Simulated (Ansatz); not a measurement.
# How far to go with the k-point mesh: Cd2SeS (P3m1, 4 atoms in the cell)

```yaml
crystal:
  lattice:
    - [4.31054, 0.00000, 0.00000]
    - [-2.15527, 3.73304, 0.00000]
    - [0.00000, 0.00000, 7.02889]
  atoms:
    - { symbol: Cd, position: [0.00000, 0.00000, 0.49734] }
    - { symbol: Cd, position: [0.33333, 0.66667, 0.00964] }
    - { symbol: Se, position: [0.33333, 0.66667, 0.62575] }
    - { symbol: S, position: [0.00000, 0.00000, 0.12238] }
```

Method: PBEsol, default PAW files made with PBE (plane waves; Ansatz, a first-principles code).

Base settings: basis.ecutwfc = 420 eV; kpoints.mp_grid.grid = 7 7 4; hamiltonian.xc = pbesol; hamiltonian.pseudopotentials = {kind: paw} (the program's default PAW files); scf.occupations.method = fermi_dirac; scf.occupations.width = 0.05 eV.

The second cell is the first with its lattice scaled by 0.98.

Only quantities that move along the ladder and can be compared are tabulated.

The count of work is k-points × plane waves × bands × iterations; it is no time. Core times come from one kind of shared machine, to one figure; runs under 30 s give none.

The starting cell comes from a database of computed structures (which also holds hypothetical and non-ambient phases and stackings), without a prior relaxation at this level. Its lattice was rescaled by up to half a per cent. One atom was moved a little off its site on purpose. In the base run, with a pressure of about -3 GPa the cell is away from its equilibrium volume at this level. Ansatz's pressure includes its estimate of the finite-basis (Pulay) stress.

Steps (kpoints.mp_grid.grid): 2 2 1; 3 3 2; 4 4 2; 4 4 3; 5 5 3; 6 6 3; 6 6 4; 7 7 4; 8 8 4; 9 9 5; 10 10 6; 11 11 6; 13 13 7; 14 14 8; 16 16 9; 17 17 9; 19 19 10.

Question: What is the coarsest kpoints.mp_grid.grid that holds the free energy within 5 meV/atom of the last step, with all finer ones?

Answer: 5 5 3, at 0.033 of the last step's count of work; the step before is off by 11 meV/atom.

Question: What is the coarsest kpoints.mp_grid.grid that holds the pressure within 0.5 GPa of the last step, with all finer ones?

Answer: 3 3 2, at 0.015 of the last step's count of work; the step before is off by 0.85 GPa.

Question: What is the coarsest kpoints.mp_grid.grid that holds the energy of the compressed cell less the first within 2 meV/atom of the last step, with all finer ones?

Answer: 4 4 2, at 0.022 of the last step's count of work; the step before is off by 3.6 meV/atom.

| kpoints.mp_grid.grid | free energy less the last step's (meV/atom) | energy of the compressed cell less the first (meV/atom) | pressure (GPa) | largest difference of a force vector from the last step's (eV/Å) | count of work / last | core time / last (rough) |
|---|---|---|---|---|---|---|
| 2 2 1 | 223.44 | -10.61 | -2.41 | 0.227 | 0.0056 | – |
| 3 3 2 | 47.29 | -16.34 | -2.95 | 0.060 | 0.015 | – |
| 4 4 2 | 11.90 | -19.39 | -3.22 | 0.020 | 0.022 | – |
| 4 4 3 | 11.06 | -19.03 | -3.19 | 0.015 | 0.025 | – |
| 5 5 3 | 3.57 | -19.77 | -3.25 | 0.004 | 0.033 | – |
| 6 6 3 | 1.56 | -19.94 | -3.27 | 0.001 | 0.047 | – |
| 6 6 4 | 1.07 | -19.95 | -3.27 | 0.001 | 0.067 | – |
| 7 7 4 | 0.48 | -20.00 | -3.27 | 0.001 | 0.078 | – |
| 8 8 4 | 0.26 | -20.00 | -3.27 | 0.000 | 0.097 | – |
| 9 9 5 | 0.11 | -20.00 | -3.27 | 0.000 | 0.14 | – |
| 10 10 6 | 0.05 | -19.99 | -3.27 | 0.000 | 0.20 | – |
| 11 11 6 | 0.03 | -19.99 | -3.27 | 0.000 | 0.23 | – |
| 13 13 7 | 0.01 | -19.99 | -3.27 | 0.000 | 0.35 | 0.3 |
| 14 14 8 | 0.01 | -19.99 | -3.27 | 0.000 | 0.47 | 0.5 |
| 16 16 9 | 0.00 | -19.99 | -3.27 | 0.000 | 0.65 | 0.6 |
| 17 17 9 | 0.00 | -19.99 | -3.27 | 0.000 | 0.72 | 0.7 |
| 19 19 10 | 0.00 | -19.99 | -3.27 | 0.000 | 1.0 | 1 |

The energy difference between the two cells stays within 1 meV/atom of the last step's from 4 4 2 on, the total only from 7 7 4 on: much of the error is common to both cells and cancels.

Two neighbours can agree and both be off: 4 4 2 and 4 4 3 differ by 0.84 meV/atom in the free energy, yet lie about 11 meV/atom from the last step.

Keys are those of Ansatz 0.2.
